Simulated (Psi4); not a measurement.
Psi4 1.11, HF/def2-svp: Cr(S)2(F)(NH2) ([NH2][Cr]([F])(=[S])=[S]), 7 atoms. The geometry is a generated start, not checked to be a minimum at this level.

| Item | Result |
|---|---|
| task | energy |
| method | scf |
| basis | def2-svp |
| memory | 3 GB |
| maxiter | 100 |
| keys of the molecule block | symmetry c1 |
| scf_type | df (default) |
| guess | auto, which took SAD (default) |
| scf_initial_accelerator | adiis (default) |
| e_convergence | 1e-06 (default) |
| d_convergence | 1e-06 (default) |
| basis functions | 105 |

```xyz
7

Cr    -0.1535    -0.2298     0.5994
S      0.6367     1.1981     1.8574
S      1.0282    -1.9111     0.7674
F     -1.7422    -0.6172     1.1287
N      0.0393     0.3851    -1.0790
H      0.0068     1.3637    -1.3649
H      0.1847    -0.1888    -1.9091
```

Charge 0 and multiplicity 1 are set for this test and not shown to be the ground state.

One run each on 2 threads. Values of diis_max_vecs tried: 3, 6, 10 (default), 20.

### Question
How does the count of SCF iterations change with diis_max_vecs, and where is it least?

### Answer
Fewest SCF iterations: 20 with 32. The count rises to 76 at 6. The run ends without SCF convergence in 100 iterations at 3.

```csv
diis_max_vecs,SCF iterations,end
3,100,no convergence
6,76,same solution
10 (default),48,same solution
20,32,same solution
```
